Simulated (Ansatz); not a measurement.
The starting structures come from a database of crystals and need not be the phases stable at ambient conditions.

 Where the default PAW files enter, the runs use the earlier of Ansatz's two default sets.

```xyz
4
Lattice="3.1453 0.0000 0.0000 0.0000 5.0969 0.0000 1.5726 0.0000 2.7239" Properties=species:S:1:pos:R:3 pbc="T T T"
Al     0.0000     0.0038     0.0000
Ga     3.1453     2.5629     1.8159
N      3.1453     4.5271     1.8159
N      0.0000     1.8952     0.0000
```

Space group of this cell: P3m1. The cell is taken as given.

The numbers are results of r2SCAN (plane waves, PAW; Ansatz, an electronic-structure program), not measurements.

The current runs along the normal of the first two printed vectors; no spin-orbit coupling. Scaled by the factor s: all lengths (ions clamped). Meshes 12×6×12 and 10×6 across the current in all rows.

```
s     mean pressure (GPa)  band gap (eV)
----  -------------------  -------------
0.98                 13.5           3.84
1.00                 -0.4           3.37
1.02                -11.1              ?
```

Problem. Take the slope of the band gap against ln s from the two given rows, extrapolate to s = 1.02, and say what the run there gives.

Solution. Slope = (3.84 − 3.37) / ln 0.98 = -23.3 eV. The line gives 3.37 + (-23.3) × ln 1.02 = 2.91 eV. The run gives 2.92 eV, 0.01 eV over the line, 2 % of the predicted step.
